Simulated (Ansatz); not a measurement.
The starting structures come from a database of crystals and need not be the phases stable at ambient conditions.

 Where the default PAW files enter, the runs use the earlier of Ansatz's two default sets.

Data:

```
AlAs
1.0
    4.00239     0.00000     0.00000
    0.00000     6.57780     0.00000
    2.00120     0.00000     3.46617
Al As
2 2
Direct
  0.33333   0.99932   0.33333
  0.66667   0.49932   0.66667
  0.33333   0.62468   0.33333
  0.66667   0.12468   0.66667
```

Space group of this cell: P6_3mc, wurtzite. The cell is taken as given.

Method: PBEsol (plane waves, PAW; Ansatz, a program for electronic structure).

The current runs along the normal of the first two printed vectors; no spin-orbit coupling. Scaled by the factor s: both lengths across the current (ions clamped). Meshes 10×6×10 and 8×6 across the current in all rows.

| s | mean pressure (GPa) | band gap (eV) |
|---|---|---|
| 0.98 | 3.3 | 1.50 |
| 1.00 | 0.1 | 1.65 |
| 1.02 | -2.5 | ? |

### Question
Take the slope of the band gap against ln s from the two given rows, extrapolate to s = 1.02, and say what the run there gives.

### Answer
Slope = (1.50 − 1.65) / ln 0.98 = 7.42 eV. The line gives 1.65 + (7.42) × ln 1.02 = 1.80 eV. The run gives 1.51 eV, 0.29 eV under the line, 195 % of the predicted step.
